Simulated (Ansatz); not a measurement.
1T (CdI2-type) MgI2 was calculated with BLYP in Ansatz (PAW).

Numerical settings: plane-wave cutoff 520 eV, 12×12×6 k mesh (along the axes of the cell as run), Fermi–Dirac smearing 0.01 eV, scalar-relativistic PAW data made under PBE.

Cell (measured lattice):

```cif
data_I2Mg
_chemical_formula_sum 'Mg1 I2'
_space_group_name_H-M_alt 'P 1'
_space_group_IT_number 1
_cell_length_a 4.15370
_cell_length_b 4.15370
_cell_length_c 6.86200
_cell_angle_alpha 90.000
_cell_angle_beta 90.000
_cell_angle_gamma 120.000
loop_
_space_group_symop_operation_xyz
  'x, y, z'
loop_
_atom_site_label
_atom_site_type_symbol
_atom_site_fract_x
_atom_site_fract_y
_atom_site_fract_z
_atom_site_occupancy
Mg1 Mg 0.00000 0.00000 0.00000 1
I1 I 0.33333 0.66667 0.24237 1
I2 I 0.66667 0.33333 0.75763 1
```

Task: Give the computed band gap and smallest direct gap on the k points sampled.

Result: 
* **band gap**: 3.54 eV
* **smallest direct gap on the k points sampled**: 3.77 eV

Note: cell and atoms aren't relaxed at this level (largest force component 0.12 eV/Å, pressure 3.0 GPa).

Spin–orbit coupling is not included; with these elements it can move the gap by several tenths of an eV or more.

Static lattice: no zero-point or thermal effects.

It cost around 40 core-seconds (rough) of CPU time.

Ansatz is a program for electronic structure.
